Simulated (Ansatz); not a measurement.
Amorphous Hf17O36La, 54 atoms at 8.79 g/cm³, one PBE-relaxed geometry, zone centre. Methods: PBE, scalar-relativistic without spin-orbit coupling (Ansatz, a quantum-chemistry and plane-wave program); r2SCAN, scalar-relativistic without spin-orbit coupling (Ansatz); HSE06, scalar-relativistic without spin-orbit coupling (Ansatz). Plane waves to 420 eV (r2SCAN 500 eV); exact exchange is cut at the cell's faces. The usual formal charges leave 1 holes over, so the level spacing at the Fermi energy parts defect or band states and needn't be the band gap. In the spin-polarised cell the level spacing at the Fermi energy can part levels of unlike spin. At PBE the levels at both edges of the gap are localised (band-tail or defect states), and the nearest spread-out levels lie 4.2 eV apart at the zone centre.

A CHGNet melt-quench gave the starting glass, which DFT then relaxed. O atoms were pushed apart under 1.9 Å during the dynamics, to hinder bonds among them. The hot cell started wider than the set density and was brought back towards it in steps. It is the lowest in DFT energy of 2 quenches. It is a model cell: composition and starting density were chosen by hand, and all elements were melted together. No dispersion term was used. Its density started from a set value of 8.79 and ended at 8.79 g/cm³. The quench (nominally 450 K/ps over its main leg) was far faster than any real one, so the model tends to hold more defects than a real film. A cell of this size samples the disorder only roughly. The volume was held where the preparation left it and the shape relaxed, at a PBE pressure of 1.0 GPa. Stress components on the final sampling reach 1.9 GPa. Cycles of charging lowered its energy after that relaxation.

The relaxation ran on the zone centre alone. At PBE the level spacing at the Fermi energy is 0.98 eV on a 2×2×2 Γ-centred mesh, and the spacing at the zone centre alone 1.05 eV.

Problem. What zone-centre spacing does r2SCAN give, roughly?

Solution. 1.65 eV (+0.60 eV against PBE).

Problem. What zone-centre spacing does HSE06 give, roughly?

Solution. 2.81 eV (+1.76 eV against PBE).

The highest filled and the lowest empty state spread over these numbers of atoms (participation numbers): PBE: 5.7 and 3.4; r2SCAN: 6.3 and 3.0; HSE06: 6.9 and 2.8.
